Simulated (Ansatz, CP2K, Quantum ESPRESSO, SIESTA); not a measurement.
Code comparison for Te2Au (C2/m, 3 atoms in the cell)

Relaxation of cell and atoms.

```xyz
3
Lattice="3.6221 -2.1046 0.0000 3.6221 2.1046 0.0000 -0.0108 0.0000 5.1945" Properties=species:S:1:pos:R:3 pbc="T T T"
Te     2.3054     0.0000     1.5018
Te     4.9280     0.0000     3.6927
Au     0.0000     0.0000     0.0000
```

Shared settings, as Ansatz (a first-principles code) writes them: kpoints.mp_grid.grid = 7 7 5; scf.occupations.method = gaussian; scf.occupations.width = 0.1 eV. Potentials and cutoffs stand in the table.

```
code                                                                                                                                      model  final volume (Å³/atom)       cutoff
----------------  -----------------------------------------------------------------------------------------------------------------------------  ----------------------  -----------
Quantum ESPRESSO                                                                           PBEsol, GBRV 1.5 ultrasoft (PBESOL) pseudopotentials                   25.42        40 Ry
Ansatz                                                                                                          PBEsol, PAW files made with PBE                   25.38      default
SIESTA            GGA PBEsol, numerical atomic orbitals DZP, PseudoDojo PBEsol standard norm-conserving potentials (rewritten from UPF to PSML)                   25.48  grid 300 Ry
CP2K                                                                 PBEsol, GPW, DZVP-MOLOPT-SR-GTH basis, GTH-PBE potentials (GTH_POTENTIALS)                   26.50  grid 500 Ry
```

On Ansatz's run: spin-orbit coupling is off.

The spread over the programs that give each value: final volume within 1.12 Å³/atom.

SIESTA and CP2K use small atom-centred bases, whose incompleteness enters pressures, forces and empty levels differently from a plane-wave cutoff. The programs treat the finite-basis stress differently while the cell relaxes: Ansatz adds an estimate of it.

The starting cell comes from a database of computed structures (which also holds hypothetical and non-ambient phases and stackings), without a prior relaxation at this level.

Keys are those of Ansatz 0.2.
